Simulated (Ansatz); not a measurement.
System: interstitial Cu in wurtzite GaN (charge state +1). Computed with PBE, PAW (plane waves to 420 eV; Ansatz, a program for electronic structure).

Cell of 72 host sites held at the relaxed PBE lattice; one k-point at (0.125, 0.250, 0.250); Fermi-Dirac width 0.01 eV, spin-restricted; finite-size errors left in. No zero-point or tunnelling terms. The charge state is imposed; whether it is stable for some Fermi level was not computed. Sites that were not tried may lie lower.

Barriers: single points on a 2×2×2 k-point mesh shifted by half a step along c at the bands' geometries.

The step: Cu moves alone to another site. Atoms about the jump, Cartesian Å from the middle of the jump, before and after:

| atom | x0 | y0 | z0 | x1 | y1 | z1 |
|---|---|---|---|---|---|---|
| Cu1 | 0.00 | 0.00 | 1.31 | 0.00 | 0.00 | -1.31 |
| N2 | 1.62 | -0.94 | -0.73 | 1.65 | -0.97 | -0.70 |
| N3 | -1.62 | -0.94 | -0.73 | -1.65 | -0.97 | -0.70 |
| N4 | 0.00 | 1.87 | -0.73 | 0.00 | 1.91 | -0.70 |
| Ga5 | -1.67 | 0.96 | -0.15 | -1.71 | 0.98 | 0.02 |
| Ga6 | 0.00 | -1.93 | -0.15 | 0.00 | -1.99 | 0.02 |
| Ga7 | 1.67 | 0.96 | -0.15 | 1.71 | 0.98 | 0.02 |
| N8 | -0.01 | -1.91 | 1.92 | 0.00 | -1.87 | 1.95 |
| N9 | 1.65 | 0.96 | 1.92 | 1.61 | 0.94 | 1.95 |
| N10 | -1.65 | 0.96 | 1.93 | -1.62 | 0.94 | 1.95 |
| Ga11 | 1.71 | -0.98 | 2.65 | 1.61 | -0.93 | 2.56 |
| Ga12 | -1.71 | -0.98 | 2.65 | -1.62 | -0.93 | 2.56 |
| Ga13 | 0.00 | 1.98 | 2.65 | 0.00 | 1.87 | 2.56 |
| Ga14 | 1.61 | -0.93 | -2.71 | 1.66 | -0.96 | -2.78 |
| Ga15 | -1.62 | -0.93 | -2.71 | -1.67 | -0.96 | -2.78 |
| Ga16 | 0.00 | 1.87 | -2.71 | 0.00 | 1.93 | -2.78 |

Question: Where do these atoms stand at the saddle point, and how high is it?

Answer: 
| atom | x | y | z |
|---|---|---|---|
| Cu1 | 0.00 | -0.01 | 0.12 |
| N2 | 1.64 | -0.96 | -0.71 |
| N3 | -1.64 | -0.96 | -0.71 |
| N4 | 0.00 | 1.89 | -0.71 |
| Ga5 | -1.85 | 1.06 | -0.05 |
| Ga6 | 0.00 | -2.15 | -0.06 |
| Ga7 | 1.85 | 1.07 | -0.05 |
| N8 | -0.01 | -1.88 | 1.92 |
| N9 | 1.63 | 0.95 | 1.92 |
| N10 | -1.64 | 0.95 | 1.92 |
| Ga11 | 1.62 | -0.93 | 2.56 |
| Ga12 | -1.63 | -0.93 | 2.56 |
| Ga13 | -0.01 | 1.88 | 2.56 |
| Ga14 | 1.61 | -0.93 | -2.69 |
| Ga15 | -1.62 | -0.93 | -2.69 |
| Ga16 | -0.01 | 1.87 | -2.69 |
It lies 1.15 eV above the start and 1.15 eV above the end. The saddle point's order was not checked, and it lies on a symmetry element of the cell, where a band can be held.
